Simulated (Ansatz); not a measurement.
The parent structure is PbS in the rock salt structure (space group Fm-3m, No. 225).

```cif
data_Pb4S4
_chemical_formula_sum 'S4 Pb4'
_space_group_name_H-M_alt 'Fm-3m'
_space_group_IT_number 225
_space_group_name_Hall '-F 4 2 3'
_cell_length_a 6.00891
_cell_length_b 6.00891
_cell_length_c 6.00891
_cell_angle_alpha 90.000
_cell_angle_beta 90.000
_cell_angle_gamma 90.000
loop_
_atom_site_label
_atom_site_type_symbol
_atom_site_symmetry_multiplicity
_atom_site_Wyckoff_symbol
_atom_site_fract_x
_atom_site_fract_y
_atom_site_fract_z
_atom_site_occupancy
S1 S 4 a 0.00000 0.00000 0.00000 1
Pb1 Pb 4 b 0.50000 0.50000 0.50000 1
```
(The calculation used a cell of 2 atoms; values per cell refer to that cell.)

Computed with PBE (Ansatz, an electronic-structure program; PAW; 420 eV plane waves; no spin-orbit coupling).

For the base:

* **Lattice parameter a**: 11.355 bohr
* **Valley order**: L along ⟨111⟩ 0.49 eV; a point along ⟨110⟩, about 0.6 Å⁻¹ from Γ 1.36 eV

It is then changed as follows: a hydrostatic pressure of 1.8 GPa.

Q: Predict the new lattice parameter a and valley order.

A: The lattice parameter a drops by 0.1196 bohr to 11.236 bohr; the valley order (the lowest conduction-band minima on the path, energy above the VBM, named in the base's zone) changes from L along ⟨111⟩ 0.49 eV; a point along ⟨110⟩, about 0.6 Å⁻¹ from Γ 1.36 eV to L along ⟨111⟩ 0.38 eV; a point along ⟨110⟩, about 0.7 Å⁻¹ from Γ 1.28 eV.

Spin-orbit coupling, missing from the scalar runs, can matter with Pb. The levels and masses belong to the bands next to the band gap. Load acts through the strain it causes; cell and atoms are relaxed under it. No phonon test of stability was made.
